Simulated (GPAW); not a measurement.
GPAW run on AlAs (F-43m, 2 atoms in the cell): self-consistent single point.

Method of the run: LDA (Perdew-Wang 92), GPAW PAW datasets LDA (gpaw-data 1.0.1) (plane waves; GPAW).

```yaml
crystal:
  lattice:
    - [0.00000, 2.83000, 2.83000]
    - [2.83000, 0.00000, 2.83000]
    - [2.83000, 2.83000, 0.00000]
  atoms:
    - { symbol: Al, position: [0.00000, 0.00000, 0.00000] }
    - { symbol: As, position: [0.25000, 0.25000, 0.25000] }
```

Reference input (self-consistent single point, DFT PBE, plane waves, GPAW PAW datasets PBE (gpaw-data 1.0.1)): mode = pw; ecut = 600 eV; xc = PBE; kpts = 8 8 8; mesh shift (steps) = 0 0 0; occupations.name = fermi-dirac; occupations.width = 0.05 eV; nbands = -4; convergence.density = 1e-05 e/electron; convergence.bands = -2; symmetry.symmorphic = false; symmetry.tolerance = 0.0005. This run's input differs from it in these lines:

```diff
@@ -13,3 +13,3 @@
 calc = GPAW(mode={'name': 'pw', 'ecut': 600},
-            xc='PBE',
+            xc='LDA',
             kpts={'size': (8, 8, 8), 'gamma': True},
```

Its files differ too (potentials: GPAW PAW datasets LDA (gpaw-data 1.0.1)).

Output, abridged:

```
     iter     time        total  log10-change:
                         energy   eigst   dens
iter:   1 --:--:--   -10.710030   +0.38
iter:   2 --:--:--   -10.678948   -0.96  -0.81
iter:   3 --:--:--   -10.512749   -1.41  -0.83
iter:   4 --:--:--   -10.511400   -2.56  -1.25
iter:   5 --:--:--   -10.511660c  -2.47  -1.32
iter:   6 --:--:--   -10.504625   -3.17  -1.64
iter:   7 --:--:--   -10.504485   -4.01  -2.14
iter:   8 --:--:--   -10.503903c  -4.19  -2.23
iter:   9 --:--:--   -10.503905c  -5.64  -3.42
iter:  10 --:--:--   -10.503905c  -6.80  -3.51
iter:  11 --:--:--   -10.503905c  -6.62  -3.49
iter:  12 --:--:--   -10.503905c  -7.68c -4.03
iter:  13 --:--:--   -10.503905c  -9.11c -4.78
iter:  14 --:--:--   -10.503905c  -9.27c -5.00c
Converged after 14 iterations.

Dipole moment: (-3.260459, -3.260459, -3.260459) |e|*Ang

Energy contributions relative to reference atoms: (reference = -67998.329131)

Kinetic:        +19.606259
Potential:      -17.525284
External:        +0.000000
XC:             -12.576603
Entropy (-ST):   -0.000000
Local:           -0.008276
SIC:             +0.000000
--------------------------
Free energy:    -10.503905
Extrapolated:   -10.503905

Showing only first 2 kpts
 Kpt  Band  Eigenvalues  Occupancy
  0     2      4.07035    2.00000
  0     3      4.07035    2.00000
  0     4      5.94308    0.00000
  0     5      8.33341    0.00000

  1     2      3.57017    2.00000
  1     3      3.57017    2.00000
  1     4      7.40406    0.00000
  1     5      7.66480    0.00000

Fermi level: 4.74930

Gap: 1.342 eV
Transition (v -> c):
   [... lines left out ...]
Direct/indirect transitions are different
Direct gap: 1.873 eV
Transition at: (s=0, k=0, n=3, [0.00, 0.00, 0.00])
Energy (eV): -10.503905

Forces in eV/Ang:
  0 Al   -0.00000   -0.00000   -0.00000
  1 As    0.00000   -0.00000   -0.00000

Stress tensor:
     0.005784    -0.000000    -0.000000
    -0.000000     0.005784     0.000000
    -0.000000     0.000000     0.005784
Stress (GPa, Voigt): [ 0.9267  0.9267  0.9267  0.     -0.     -0.    ]
```

The run converged in 14 iterations. GPAW prints stress with tension positive. Against the reference run the pressure goes from 2.94 to -0.93 GPa and the gap on the mesh goes from 1.431 to 1.342 eV.

The starting cell has typed, rounded lattice constants, without a prior relaxation at this level.
